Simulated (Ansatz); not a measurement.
Band structure of LaB6 (Pm-3m, 7 atoms in the cell).

```
CELL_PARAMETERS angstrom
      4.16216     0.00000     0.00000
      0.00000     4.16216     0.00000
      0.00000     0.00000     4.16216
ATOMIC_POSITIONS crystal
  La 0.00000 0.00000 0.00000
  B  0.80012 0.50000 0.50000
  B  0.19988 0.50000 0.50000
  B  0.50000 0.80012 0.50000
  B  0.50000 0.19988 0.50000
  B  0.50000 0.50000 0.80012
  B  0.50000 0.50000 0.19988
```

Method: PBE, PAW files (plane waves; Ansatz, a quantum-chemistry and plane-wave program).

Settings: basis.ecutwfc = 420 eV; kpoints.mp_grid.grid = 11 11 11; hamiltonian.xc = pbe; hamiltonian.pseudopotentials = {kind: paw} (an earlier, softer set of the program's PAW files); scf.occupations.method = fermi_dirac; scf.occupations.width = 0.05 eV; kpoints.band_path.npoints = 8.

The starting cell comes from a database of computed structures (which also holds hypothetical and non-ambient phases and stackings), without a prior relaxation at this level. Its lattice was rescaled by a random factor within 2.5 % of one.

Levels in eV from the Fermi level, bands 11 to 18:
```csv
point,11,12,13,14,15,16,17,18
Γ,-6.97,-1.88,-1.88,-1.88,0.17,0.17,0.17,1.48
X,-3.47,-3.47,-3.20,-2.47,-1.50,1.37,1.54,1.54
M,-4.45,-4.45,-2.90,-2.90,0.96,0.96,1.83,1.86
R,-4.72,-2.41,-2.41,-2.41,1.38,1.65,1.65,1.65
```

Bands cross the Fermi level along this path, so the cell is metallic at this level.

Keys are those of Ansatz 0.2.
